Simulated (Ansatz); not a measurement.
MoS2: energy against strain

MoS2 (2H layered, P6_3/mmc, 17.307 Å³/atom at rest, c along z) under a strain ε along c (axis z), the other axes held. PBE-D3(BJ) in Ansatz, a plane-wave DFT program (PAW, default set), 420 eV, 12×12×3 Γ-centred mesh, Fermi-Dirac smearing 0.05 eV; ions are relaxed within the symmetry of each cell.

Here s stands for strain and y for E less E0.

```csv
strain (%),E less E0 (meV/atom)
-1.20,0.52
-0.60,0.13
0.00,0.00
0.60,0.12
1.20,0.45
3.00,?
```

### Question
Using a parabola, estimate the missing y at s = 3.00 from the other rows, showing the fit.

### Answer
Least squares gives y = 0.003 - 0.0250·s + 0.3353·s². Residuals (row less fit): 0.004, -0.009, -0.003, 0.011, -0.006; standard error 0.011 (degrees of freedom: 2). Twice the quadratic coefficient over the volume, 2 × 0.3353 meV × 10⁴ × 0.1602 / 17.307 Å³, is the elastic constant C33 = 62 ± 1.6 GPa. At the withheld row, y = 0.003 - 0.0250 × 3.0 + 0.3353 × 3.0² = 2.946 meV/atom. The calculation gives 2.52 meV/atom, 0.426 meV/atom below the prediction (16.9 % of the range of y in the table). The row lies outside the fitted rows, so this is an extrapolation. From the scatter of the fitted rows alone, a prediction at this place has a standard error of 0.074 meV/atom, so the miss is 5.8 times that.

One order more, fitted to all 11 runs of the series, follows each within 0.01, so the miss is the next term of a smooth law. Rows are the converged runs of the series near zero and its far end; series whose fitted rows scatter by over a few per cent of the range, as at a crossing or softening among them, aren't shown in this form. Most that stay on the fit to the last digits aren't either.
